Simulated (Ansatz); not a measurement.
# SnS2: pressure series

Consider SnS$_{2}$ in the CdI2 type structure (space group P-3m1, No. 164; a = 3.626 Å, c = 5.573 Å; layered, stacked along the Cartesian z axis).

Cell and atoms are relaxed at each pressure.

Level of theory: DFT with PBEsol-D3(BJ), PAW potentials and a 420 eV plane-wave cutoff in Ansatz (a quantum-chemistry and plane-wave program), without spin-orbit coupling.

Two rows of this table had their results exchanged by mistake.

```csv
pressure,volume per atom (Å³),shortest distance (Å),band gap
pressure −1 GPa,21.82,2.566,1.10 eV
pressure 1.8 GPa,15.93,2.453,zero
pressure 18 GPa,17.12,2.487,zero
pressure 30 GPa,20.34,2.550,0.81 eV
pressure 45 GPa,14.86,2.417,zero
pressure 60 GPa,14.03,2.389,zero
```

Q: Which two?

A: The rows for pressure 1.8 GPa and pressure 30 GPa: the volume has to fall steadily with pressure, so 20.34 Å³ belongs to pressure 1.8 GPa and 15.93 Å³ to pressure 30 GPa.

The mesh was chosen for an insulator and is coarse for the gapless case. Load acts through the strain it causes; cell and atoms are relaxed under it. Stability against distortions was not tested. No other phases were tried under pressure. All final runs are without spin polarisation. The zero or small gap of SnS2 under pressure 18 GPa and SnS2 under pressure 30 GPa can change with the level of theory.
